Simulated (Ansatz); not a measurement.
Start from GaAs in the zinc blende structure (space group F-43m, No. 216; a = 5.659 Å).

It is then changed as follows: P takes the place of As on all its sites; the structure is relaxed again.

Levels (all Ansatz, a program for electronic structure, PAW): PBEsol (420 eV, no spin-orbit coupling); HSE06+SOC (420 eV, noncollinear with spin-orbit coupling).

The geometry is relaxed with PBEsol.

* **PBEsol band gap**: 1.45 eV
* **PBEsol valence-band top at Γ**: 0.00, 0.00, 0.00 eV

Problem. How does going to HSE06+SOC change the band gap and valence-band top at Γ?

Solution. The band gap rises by 0.76 eV (1.45 eV → 2.21 eV); the valence-band top at Γ (three highest Kramers pairs, from the VBM) goes from 0.00, 0.00, 0.00 eV to 0.00, 0.00, -0.10 eV. The threefold valence maximum splits by Δso ≈ 0.10 eV.

Single points use the geometry relaxed with PBEsol. The hybrid gap comes from the SCF mesh plus the semilocal run's edge points and a few special points and is an upper bound. The spin-orbit shifts are approximate. Whether these cells are dynamically stable was not tested.
